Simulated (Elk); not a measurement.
A self-consistent single point of YbSi₂Pt₂ (I4/mmm, 5 atoms in the cell) with Elk.

Computed with PBEsol, all-electron FP-LAPW, Elk's shipped species files, APW+lo basis with extra local orbitals (Elk 10.2.4).

```
Yb(SiPt)2
1.0
   -2.11565     2.11565     4.90413
    2.11565    -2.11565     4.90413
    2.11565     2.11565    -4.90413
Yb Si Pt
1 2 2
Direct
  0.00000   0.00000   0.00000
  0.62178   0.62178   0.00000
  0.37822   0.37822   0.00000
  0.75000   0.25000   0.50000
  0.25000   0.75000   0.50000
```

Reference input (self-consistent single point, DFT, LDA (PW92), all-electron FP-LAPW, Elk's shipped species files, APW+lo basis with extra local orbitals): rgkmax = 8; swidth = 0.00367493 Ha; ngridk = 8 8 8; gmaxvr = 16 1/bohr; nxlo = 2; lorbcnd = true; lmaxi = 2; maxscl = 100. This run's input differs from it in these lines:

```diff
@@ -2,2 +2,5 @@
   0
+
+xctype
+  22
```

Output (repeated stretches shortened):

```
│ Self-consistent loop started │
│ Loop number : 1 │
 total energy                :     -51212.4494082
│ Loop number : 2 │
 total energy                :     -51333.1682285
RMS change in Kohn-Sham potential (target) :    1.436574128     (  0.1000000000E-05)
Absolute change in total energy (target)   :    120.7188203     (  0.1000000000E-03)
│ Loop number : 3 │
 total energy                :     -51413.9275118
RMS change in Kohn-Sham potential (target) :    1.077022083     (  0.1000000000E-05)
Absolute change in total energy (target)   :    110.9389884     (  0.1000000000E-03)
│ Loop number : 4 │
   [... lines left out ...]
Absolute change in total energy (target)   :   0.4157287185E-03 (  0.1000000000E-03)
│ Loop number : 18 │
 total energy                :     -51534.1522173
RMS change in Kohn-Sham potential (target) :   0.7416147130E-06 (  0.1000000000E-05)
Absolute change in total energy (target)   :   0.2974664239E-03 (  0.1000000000E-03)
│ Loop number : 19 │
 total energy                :     -51534.1522298
RMS change in Kohn-Sham potential (target) :   0.1139564952E-06 (  0.1000000000E-05)
Absolute change in total energy (target)   :   0.6185623351E-04 (  0.1000000000E-03)
Convergence targets achieved

│ Loop number : 20 │

Energies :
 Fermi                       :     0.350395485549
 total energy                :     -51534.1522346

Density of states at Fermi energy :    124.1214299
 (states/Hartree/unit cell)

Estimated indirect band gap :   0.4279672968E-03
 from k-point     23 to k-point     40
Estimated direct band gap   :   0.2458520960E-02
 at k-point     51

Charges :
 core                        :    162.0000000
 valence                     :    92.00000000
 interstitial                :    8.196739466
 muffin-tins (core leakage)
  species :    1 (Yb)
   atom    1                 :    68.30700935     (  0.1091053612E-05)
  species :    2 (Si)
   atom    1                 :    11.80623558     (  0.3277163330E-02)
   atom    2                 :    11.80623558     (  0.3277163330E-02)
  species :    3 (Pt)
   atom    1                 :    76.94189001     (  0.5161645503E-03)
   atom    2                 :    76.94189001     (  0.5161645503E-03)
 total in muffin-tins        :    245.8032605
 total calculated charge     :    253.9769830
 total charge                :    254.0000000
 error                       :   0.2301700676E-01

│ Self-consistent loop stopped │
```

The run converged in 20 iterations. The count includes the last loop, which Elk runs after its targets are met. 

The starting cell comes from a database of computed structures (which also holds hypothetical and non-ambient phases and stackings), without a prior relaxation at this level. Spin-orbit coupling is off. Spin polarisation is off. Values depend on the basis (sphere radii, cutoffs, local orbitals), which need not be converged. The log's line on a gap gives a spacing of levels on this mesh, which the program prints for metals too.

Cost on one core of a shared machine: roughly 3 min.
